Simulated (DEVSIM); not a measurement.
Structure: abrupt CdTe p-n junction, at 300 K.

```
layer (left to right)  material  thickness (μm)  Nd (cm⁻³)  Na (cm⁻³)  τn (s)  τp (s)
---------------------  --------  --------------  ---------  ---------  ------  ------
1                          CdTe            1.30          -     5.1e16  6.7e-8  6.7e-9
2                          CdTe            3.30     1.9e17          -  6.7e-9  6.7e-9
```

Left contact: ohmic. Right contact: ohmic. Voltage is applied to the left contact. Recombination: SRH at mid-gap, Auger. Mobility is μmin + (μ − μmin)/(1 + (N/Nref)^α).

The device is made up for the run: typed textbook-type constants, with dimensions and the other settings drawn at random. Values at 300 K.

```
parameter        CdTe
-------------  ------
gap (eV)          1.5
affinity (eV)    4.28
permittivity     10.2
Nc (cm⁻³)        8e17
Nv (cm⁻³)      1.8e19
μn (cm²/Vs)      1000
μp (cm²/Vs)        80
μn,min            100
μp,min             10
Nref,n           1e17
Nref,p           1e17
αn                0.6
αp                0.6
Cn (cm⁶/s)      1e-30
Cp (cm⁶/s)      1e-30
```

Model (solved in DEVSIM): 1D drift-diffusion, Boltzmann statistics, complete ionisation; no tunnelling, impact ionisation, image-force lowering or self-heating.

Problem. Tabulate band edges, carrier densities and field at zero bias.

Solution. Energies count from the Fermi level of the right contact; mesh points crowd at the junctions.

```json
[
 {"x (μm)": "0.000", "Ec (eV)": "1.348", "Ev (eV)": "-0.152", "n (cm⁻³)": "< 1e2", "p (cm⁻³)": "5.1e16", "field (V/cm)": "≈ 0"},
 {"x (μm)": "0.02371", "Ec (eV)": "1.348", "Ev (eV)": "-0.152", "n (cm⁻³)": "< 1e2", "p (cm⁻³)": "5.1e16", "field (V/cm)": "≈ 0"},
 {"x (μm)": "0.06629", "Ec (eV)": "1.348", "Ev (eV)": "-0.152", "n (cm⁻³)": "< 1e2", "p (cm⁻³)": "5.1e16", "field (V/cm)": "≈ 0"},
 {"x (μm)": "0.1530", "Ec (eV)": "1.348", "Ev (eV)": "-0.152", "n (cm⁻³)": "< 1e2", "p (cm⁻³)": "5.1e16", "field (V/cm)": "≈ 0"},
 {"x (μm)": "0.3973", "Ec (eV)": "1.348", "Ev (eV)": "-0.152", "n (cm⁻³)": "< 1e2", "p (cm⁻³)": "5.1e16", "field (V/cm)": "≈ 0"},
 {"x (μm)": "0.7481", "Ec (eV)": "1.348", "Ev (eV)": "-0.152", "n (cm⁻³)": "< 1e2", "p (cm⁻³)": "5.1e16", "field (V/cm)": "≈ 0"},
 {"x (μm)": "1.029", "Ec (eV)": "1.348", "Ev (eV)": "-0.152", "n (cm⁻³)": "< 1e2", "p (cm⁻³)": "5.1e16", "field (V/cm)": "≈ 0"},
 {"x (μm)": "1.200", "Ec (eV)": "1.214", "Ev (eV)": "-0.286", "n (cm⁻³)": "< 1e2", "p (cm⁻³)": "2.9e14", "field (V/cm)": "-44000"},
 {"x (μm)": "1.258", "Ec (eV)": "0.804", "Ev (eV)": "-0.696", "n (cm⁻³)": "25000", "p (cm⁻³)": "3.6e7", "field (V/cm)": "-97000"},
 {"x (μm)": "1.291", "Ec (eV)": "0.442", "Ev (eV)": "-1.058", "n (cm⁻³)": "3.0e10", "p (cm⁻³)": "< 1e2", "field (V/cm)": "-130000"},
 {"x (μm)": "1.309", "Ec (eV)": "0.215", "Ev (eV)": "-1.285", "n (cm⁻³)": "1.9e14", "p (cm⁻³)": "< 1e2", "field (V/cm)": "-100000"},
 {"x (μm)": "1.357", "Ec (eV)": "0.039", "Ev (eV)": "-1.461", "n (cm⁻³)": "1.7e17", "p (cm⁻³)": "< 1e2", "field (V/cm)": "-2500"},
 {"x (μm)": "1.437", "Ec (eV)": "0.037", "Ev (eV)": "-1.463", "n (cm⁻³)": "1.9e17", "p (cm⁻³)": "< 1e2", "field (V/cm)": "≈ 0"},
 {"x (μm)": "1.583", "Ec (eV)": "0.037", "Ev (eV)": "-1.463", "n (cm⁻³)": "1.9e17", "p (cm⁻³)": "< 1e2", "field (V/cm)": "≈ 0"},
 {"x (μm)": "2.019", "Ec (eV)": "0.037", "Ev (eV)": "-1.463", "n (cm⁻³)": "1.9e17", "p (cm⁻³)": "< 1e2", "field (V/cm)": "≈ 0"},
 {"x (μm)": "2.749", "Ec (eV)": "0.037", "Ev (eV)": "-1.463", "n (cm⁻³)": "1.9e17", "p (cm⁻³)": "< 1e2", "field (V/cm)": "≈ 0"},
 {"x (μm)": "3.591", "Ec (eV)": "0.037", "Ev (eV)": "-1.463", "n (cm⁻³)": "1.9e17", "p (cm⁻³)": "< 1e2", "field (V/cm)": "≈ 0"},
 {"x (μm)": "4.103", "Ec (eV)": "0.037", "Ev (eV)": "-1.463", "n (cm⁻³)": "1.9e17", "p (cm⁻³)": "< 1e2", "field (V/cm)": "≈ 0"},
 {"x (μm)": "4.409", "Ec (eV)": "0.037", "Ev (eV)": "-1.463", "n (cm⁻³)": "1.9e17", "p (cm⁻³)": "< 1e2", "field (V/cm)": "≈ 0"},
 {"x (μm)": "4.511", "Ec (eV)": "0.037", "Ev (eV)": "-1.463", "n (cm⁻³)": "1.9e17", "p (cm⁻³)": "< 1e2", "field (V/cm)": "≈ 0"},
 {"x (μm)": "4.567", "Ec (eV)": "0.037", "Ev (eV)": "-1.463", "n (cm⁻³)": "1.9e17", "p (cm⁻³)": "< 1e2", "field (V/cm)": "≈ 0"},
 {"x (μm)": "4.600", "Ec (eV)": "0.037", "Ev (eV)": "-1.463", "n (cm⁻³)": "1.9e17", "p (cm⁻³)": "< 1e2", "field (V/cm)": "≈ 0"}
]
```
